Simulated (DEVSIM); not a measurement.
## illuminated Si p-on-n cell, one wavelength

System: illuminated Si p-on-n cell, one wavelength, at 300 K.

```
layer (left to right)  material  thickness (μm)  Nd (cm⁻³)  Na (cm⁻³)  τn (s)  τp (s)  absorption coefficient (cm⁻¹)
---------------------  --------  --------------  ---------  ---------  ------  ------  -----------------------------
1                            Si           0.170          -     8.4e17  3.6e-8  7.8e-8                           5800
2                            Si            73.0     5.9e15          -  2.1e-7  6.3e-7                           5800
```

Left contact: ohmic, minority electron recombination velocity 7e5 cm/s. Right contact: ohmic, minority hole recombination velocity 1000 cm/s. Voltage is applied to the left contact. Recombination: SRH at mid-gap, radiative, Auger. Gap narrowing is on: ΔEg = 6.92 meV × (l + √(l² + 0.5)), l = ln(N/1.3e17 cm⁻³), shared equally by both band edges. Light enters at the left, 7.3e16 photons cm⁻² s⁻¹, one pass, no reflection. Mobility is μmin + (μ − μmin)/(1 + (N/Nref)^α).

Constants are typed, rounded textbook-type inputs, not results; the design itself was drawn at random and stands for no fabricated device. Values at 300 K.

```csv
parameter,Si
gap (eV),1.124
affinity (eV),4.05
permittivity,11.7
Nc (cm⁻³),2.86e19
Nv (cm⁻³),3.1e19
μn (cm²/Vs),1417
μp (cm²/Vs),470
"μn,min",52
"μp,min",45
"Nref,n",9.7e16
"Nref,p",2.2e17
αn,0.68
αp,0.72
B (cm³/s),4.7e-15
Cn (cm⁶/s),2.8e-31
Cp (cm⁶/s),9.9e-32
```

DEVSIM, 1D drift-diffusion, Boltzmann statistics, complete ionisation; no tunnelling, impact ionisation, image-force lowering or self-heating.

```json
{
 "potential_step_across_the_device_at_zero_bias": "0.798 V",
 "largest_field_in_the_device_at_zero_bias": "53000 V/cm",
 "Dark forward voltage at 1 A/cm²": "0.632 V",
 "Dark forward voltage at 100 A/cm²": "0.903 V",
 "short_circuit_current": "10.9 mA/cm²",
 "open_circuit_voltage": "0.507 V",
 "fill_factor": "0.80",
 "largest_power": "4.41 mW/cm²",
 "share_of_generated_pairs_collected_at_short_circuit": "0.929"
}
```

Small-signal capacitance in reverse bias (quasi-static):

```
V (V)  C (nF/cm²)
-----  ----------
-0.04        25.3
-0.1         24.3
-0.2         22.9
-0.3         21.7
-0.4         20.7
-0.6         19.1
-0.8         17.8
-1           16.7
-1.3         15.4
-1.6         14.4
-2           13.3
```

Current under light (generator sign):

```json
[
 {"V (V)": "0.00", "J (mA/cm²)": "10.9"},
 {"V (V)": "0.06", "J (mA/cm²)": "10.9"},
 {"V (V)": "0.14", "J (mA/cm²)": "10.9"},
 {"V (V)": "0.20", "J (mA/cm²)": "10.8"},
 {"V (V)": "0.28", "J (mA/cm²)": "10.8"},
 {"V (V)": "0.36", "J (mA/cm²)": "10.8"},
 {"V (V)": "0.38", "J (mA/cm²)": "10.7"},
 {"V (V)": "0.40", "J (mA/cm²)": "10.6"},
 {"V (V)": "0.42", "J (mA/cm²)": "10.4"},
 {"V (V)": "0.44", "J (mA/cm²)": "9.97"},
 {"V (V)": "0.46", "J (mA/cm²)": "9.03"},
 {"V (V)": "0.48", "J (mA/cm²)": "7.01"},
 {"V (V)": "0.50", "J (mA/cm²)": "2.68"},
 {"V (V)": "0.52", "J (mA/cm²)": "-6.61"}
]
```
